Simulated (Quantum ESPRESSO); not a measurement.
Input and output of a relaxation of the atoms for Mg₄H₂O₅ (P1, 11 atoms in the cell) (Quantum ESPRESSO).

Method of the run: PBEsol, GBRV 1.5 ultrasoft (PBESOL) pseudopotentials (plane waves; Quantum ESPRESSO 7.5).

Input as run:

```fortran
&control
    calculation = 'relax',
    prefix = 'Mg4H2O5',
    outdir = './tmp',
    pseudo_dir = './',
    forc_conv_thr = 3.9e-03,
/
&system
    ibrav = 0,
    nat = 11,
    ntyp = 3,
    ecutwfc = 40,
    ecutrho = 200,
    occupations = 'smearing',
    smearing = 'gauss',
    degauss = 0.000734986,
/
&electrons
    conv_thr = 1.0d-9,
    mixing_beta = 0.3,
/
&ions
/
ATOMIC_SPECIES
Mg    24.3050  mg_pbesol_v1.4.uspp.F.UPF
H      1.0080  h_pbesol_v1.4.uspp.F.UPF
O     15.9990  o_pbesol_v1.2.uspp.F.UPF
ATOMIC_POSITIONS angstrom
Mg    0.06786245    1.78485444    1.22423952
Mg    1.50110141    0.79793434   10.77408442
Mg   -0.02975809    0.02909001    3.49500580
Mg   -0.04930815   -0.05743787    8.32568901
H     1.52667128    0.88717471    6.36311829
H     0.05287478    1.77094705    5.62661513
O     0.01641493    1.74822277    9.61302529
O     1.44918468    0.81094541    2.41250398
O    -0.00600322    1.72636345    4.67622101
O     1.49254694    0.95881265    7.26471727
O     0.01331299   -0.00415497   -0.03580780
K_POINTS automatic
7 7 2  0 0 0
CELL_PARAMETERS angstrom
   3.01745000     0.00000000     0.00000000
  -1.50872500     2.61318800     0.00000000
   0.00000000     0.00000000    11.94788000
```

Log, with long lists cut:

```
     Self-consistent Calculation

     iteration #  1     ecut=    40.00 Ry     beta= 0.30

     total energy              =    -664.82693543 Ry
     estimated scf accuracy    <       1.78023235 Ry

     iteration #  2     ecut=    40.00 Ry     beta= 0.30

     total energy              =    -664.98531956 Ry
     estimated scf accuracy    <       0.16425625 Ry

     iteration #  3     ecut=    40.00 Ry     beta= 0.30

     total energy              =    -664.98629342 Ry
     estimated scf accuracy    <       0.04141793 Ry

   [... 6 blocks of this kind left out ...]

     iteration # 10     ecut=    40.00 Ry     beta= 0.30

     total energy              =    -664.98910092 Ry
     estimated scf accuracy    <          9.4E-09 Ry

     iteration # 11     ecut=    40.00 Ry     beta= 0.30
     End of self-consistent calculation

     the Fermi energy is     7.7702 ev

!    total energy              =    -664.98910098 Ry
     estimated scf accuracy    <          4.1E-10 Ry
     smearing contrib. (-TS)   =      -0.00000000 Ry
     internal energy E=F+TS    =    -664.98910098 Ry

     convergence has been achieved in  11 iterations

     Forces acting on atoms (cartesian axes, Ry/au):

     atom    1 type  1   force =    -0.01631599   -0.01568477   -0.04879638
     atom    2 type  1   force =     0.00555189    0.02009714   -0.01996772
     atom    3 type  1   force =    -0.00158526   -0.01693469    0.09925097
     atom    4 type  1   force =     0.00955580    0.03664378    0.02120647
     atom    5 type  2   force =     0.00797746   -0.01441565   -0.20252747
   [... lines left out ...]
     Total force =     0.336100     Total SCF correction =     0.000111
     the Fermi energy is     7.9812 ev
!    total energy              =    -665.03288648 Ry
     Total force =     0.004712     Total SCF correction =     0.000006
     bfgs converged in  15 scf cycles and  14 bfgs steps
     Final energy             =    -665.0328864761 Ry
   [... lines left out ...]
O               -0.0038011774        1.7491249185        9.5226453718
O                1.5056856470        0.8633729056        2.4231622125
O               -0.0051171127        1.7368308754        4.7107254758
O                1.5007240333        0.8665308183        7.2382572038
O               -0.0091751625       -0.0035390772       -0.0002822915
End final coordinates

   JOB DONE.
```

The run converged. 

Summary of the result:
- Free energy E − TS = -9048.2334 eV
- Top of the valence band (on the code's own zero) = 6.25 eV
- Gap on the k-point mesh = 4.30 eV
- Largest force (vector length) = 0.052 eV/Å
- Relaxation steps = 14

The starting cell comes from a database of computed structures (which also holds hypothetical and non-ambient phases and stackings), without a prior relaxation at this level. For this run, on top of that: atoms moved at random.

Cost on one core of a shared machine: roughly 20 min.
